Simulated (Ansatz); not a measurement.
AlNi$_{3}$ in the Cu3Au type structure (space group Pm-3m, No. 221; ferromagnetic)

```cif
data_AlNi3
_chemical_formula_sum 'Ni3 Al1'
_space_group_name_H-M_alt 'P 1'
_space_group_IT_number 1
_cell_length_a 3.52612
_cell_length_b 3.52612
_cell_length_c 3.52612
_cell_angle_alpha 90.000
_cell_angle_beta 90.000
_cell_angle_gamma 90.000
loop_
_space_group_symop_operation_xyz
  'x, y, z'
loop_
_atom_site_label
_atom_site_type_symbol
_atom_site_fract_x
_atom_site_fract_y
_atom_site_fract_z
_atom_site_occupancy
Ni1 Ni 0.00000 0.50000 0.50000 1
Ni2 Ni 0.50000 0.50000 0.00000 1
Ni3 Ni 0.50000 0.00000 0.50000 1
Al1 Al 0.00000 0.00000 0.00000 1
```

Level of theory: DFT with r2SCAN, PAW potentials and a 500 eV plane-wave cutoff in Ansatz (an electronic-structure program), no spin-orbit coupling. Settings: 13×13×13 k-points, 0.05 eV Fermi–Dirac smearing.

```json
{
 "volume_per_atom": "10.96 Å³",
 "density": "7.69 g/cm³",
 "band_gap": "zero",
 "magnetic_state": "ferromagnetic",
 "total_energy": "-4519.494 eV/atom (σ→0; compares only within this code and set-up)"
}
```

The magnetic state is the one reached from the starting moments; the real material's order can differ, and small cells can't hold many antiferromagnetic ones. No phonon test of stability was made.
